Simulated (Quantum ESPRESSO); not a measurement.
σxx against uniaxial strain in fcc Cu (space group 225): C11 (Quantum ESPRESSO, LDA)

```xyz
1
Lattice="0.0000 1.7616 1.7616 1.7352 0.0000 1.7616 1.7352 1.7616 0.0000" Properties=species:S:1:pos:R:3 pbc="T T T"
Cu     0.0000     0.0000     0.0000
```

Level of theory: LDA (PZ), GBRV 1.5 ultrasoft (LDA) pseudopotentials (plane waves; Quantum ESPRESSO). Settings: ecutwfc = 65 Ry; ecutrho = 520 Ry; occupations = smearing; smearing = fermi-dirac; degauss = 0.0036749 Ry; potentials = {Cu: cu_lda_v1.2.uspp.F.UPF}; K_POINTS = automatic 42 42 42 0 0 0; conv_thr = 1e-10 Ry. The cell above is the first row's. The rows stretch one cube axis (x) by the strain ε and hold the other two. Stress is positive in tension. In all rows the k mesh is held.

| ε (%) | σxx (GPa) |
|---|---|
| -1.5 | ? |
| -1.0 | -2.12 |
| -0.5 | -0.94 |
| 0.0 | 0.18 |
| 0.5 | 1.35 |
| 1.0 | 2.53 |
| 1.5 | 3.62 |

**Question.** Using a parabola, estimate the missing σxx at ε = -1.5 from the other rows, showing the fit.

**Answer.** Least squares gives σxx = 0.205 + 2.3092·ε - 0.0150·ε². Residuals (row less fit): -0.001, 0.013, -0.025, -0.006, 0.031, -0.015; standard error 0.026 (degrees of freedom: 3). The slope at ε = 0, 2.3092 GPa per cent, gives C11 ≈ 100 × 2.3092 = 231 GPa, for the static lattice. At the withheld row, σxx = 0.205 + 2.3092 × (-1.5) - 0.0150 × (-1.5)² = -3.293 GPa. The calculation gives -3.34 GPa, 0.047 GPa below the prediction (0.7 % of the range of σxx in the table). The row lies outside the fitted rows, so this is an extrapolation. From the scatter of the fitted rows alone, a prediction at this place has a standard error of 0.053 GPa, so the miss is 0.9 times that.

Carrying the step between the two nearest rows on in a straight line would have given -3.30, off by 0.04; series whose last step already gives the withheld value aren't shown. The reference cell has the volume at which an earlier scan in this program and functional put its minimum by a fit. The unstrained cell stands at a pressure of -0.18 GPa, and the constants belong to that pressure. Spin polarisation is off. Without a gap such slopes are sensitive to mesh and smearing. 1 of the planned runs didn't end soundly and are left out. Cutoffs and mesh are single choices, not tested for convergence of this quantity. Series with a scatter that would blur these digits, or in which a gap closes, are not shown. Strain series were run only where this level's volume lies within 10 % of a first guess from the measured size.
